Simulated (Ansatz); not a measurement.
Worked example: self-consistent single point of BaCuTeF (P4mm, 8 atoms in the cell) in Ansatz (a first-principles code).

Level of theory: PBEsol, default PAW files made with PBE (plane waves; Ansatz).

```
BaCuTeF
1.0
    4.42657     0.00000     0.00000
    0.00000     4.42657     0.00000
    0.00000     0.00000     9.47902
Ba Cu Te F
2 2 2 2
Direct
  0.00000   0.50000   0.66410
  0.50000   0.00000   0.34117
  0.00000   0.00000   0.00000
  0.50000   0.50000   0.00000
  0.50000   0.00000   0.84088
  0.00000   0.50000   0.15912
  0.50000   0.50000   0.50000
  0.00000   0.00000   0.50000
```

Reference input (self-consistent single point, DFT, PBEsol, plane waves, default PAW files made with PBE): basis.ecutwfc = 30.9 Ry; kpoints.mp_grid.grid = 6 6 3; hamiltonian.xc = pbesol; hamiltonian.pseudopotentials = {kind: paw} (the program's default PAW files); scf.occupations.method = fermi_dirac; scf.occupations.width = 0.0007 Ry. This run's input differs from it in these lines:

```diff
@@ -27,3 +27,3 @@
     method: fermi_dirac
-    width: 0.0007 Ry
+    width: 0.0735 Ry
 output:
```

Log, with long lists cut:

```
SCF iter   1: F=—  HF=-40320.608956 eV  |F-HF|=—  |Δ(HF+E_count)|=         —  Δρ=6.58e-2  dr2=9.08e0  ethr=1.77e-3  ⟨swp⟩=9.6  Hψ=11472  notcnv=0
all-band conjugate gradients solve this SCF's bands
preconditioner: auto → LDOS
SCF iter   2: F=—  HF=-40320.184503 eV  |F-HF|=—  |Δ(HF+E_count)|=   4.24e-1  Δρ=3.70e-2  dr2=1.50e0  ethr=1.77e-3  ⟨swp⟩=2.0  Hψ=3404  notcnv=0
   [... lines left out ...]
SCF iter   6: F=—  HF=-40319.753630 eV  |F-HF|=—  |Δ(HF+E_count)|=   2.65e-4  Δρ=1.81e-4  dr2=5.49e-5  ethr=5.27e-6  ⟨swp⟩=1.9  Hψ=2562  notcnv=0
SCF iter   7: F=—  HF=-40319.753708 eV  |F-HF|=—  |Δ(HF+E_count)|=   7.83e-5  Δρ=4.46e-5  dr2=3.65e-6  ethr=5.28e-8  ⟨swp⟩=2.0  Hψ=3300  notcnv=0
SCF iter   8: F=—  HF=-40319.753709 eV  |F-HF|=—  |Δ(HF+E_count)|=   6.83e-7  Δρ=7.37e-6  dr2=1.19e-7  ethr=3.51e-9  ⟨swp⟩=2.0  Hψ=2827  notcnv=0
SCF iter   9: F=-40319.753709 eV  HF=-40319.753709 eV  |F-HF|=3.91e-8  |Δ(HF+E_count)|=   1.44e-8  Δρ=4.63e-6  dr2=4.34e-8  ethr=9.62e-11  ⟨swp⟩=7.5  Hψ=7296  notcnv=0
SCF 1 converged in 9 iterations: F = -40319.753709 eV  dr2 = 4.34e-8
Free energy (F): -40319.753709 eV
Internal energy: -40310.099529 eV  (E = F + TS)
E sigma→0 (E₀):  -40314.926619 eV
Entropy (-TS):   -9.654179 eV (-1206.772 meV/atom)
Fermi energy:    10.217154 eV
--- Forces (eV/Å), atoms counted from 1 ---
  atom   1  Ba    -0.00000000     0.00000000    -0.60444918
  atom   2  Ba     0.00000000     0.00000000     0.49549374
  atom   3  Cu    -0.00000000     0.00000000     0.01002134
  atom   4  Cu     0.00000000     0.00000000     0.01002134
  atom   5  Te    -0.00000000     0.00000000    -0.00119110
  atom   6  Te     0.00000000     0.00000000     0.01291283
  atom   7  F     -0.00000000     0.00000000     0.03859071
  atom   8  F      0.00000000     0.00000000     0.03859071
--- Stress (GPa, compression-positive) ---
        0.936408       0.000000       0.000000
        0.000000       0.936408       0.000000
        0.000000       0.000000       0.248294
  P = ⅓ Tr σ = 0.7070 GPa (7.070 kbar)
  The stress holds the Pulay correction. Without it, at fixed plane waves, as pw.x and ABINIT print it: P = 0.5471 GPa
```

The run converged in 9 iterations. Against the reference run the free energy falls by 407 meV/atom, the pressure goes from -2.87 to 0.71 GPa and the largest force goes from 0.406 to 0.604 eV/Å.

The starting cell comes from a database of computed structures (which also holds hypothetical and non-ambient phases and stackings), without a prior relaxation at this level. Its lattice was rescaled by up to half a per cent. One atom was moved a little off its site on purpose. Spin-orbit coupling is off. Spin polarisation is off, so a magnetic state, if there is one, cannot be reached. Ansatz's pressure includes its estimate of the finite-basis (Pulay) stress. A gap is left out here, as mesh or smearing make it unsure.

Cost on one core of a shared machine: roughly 40 s.

Keys are those of Ansatz 0.2.
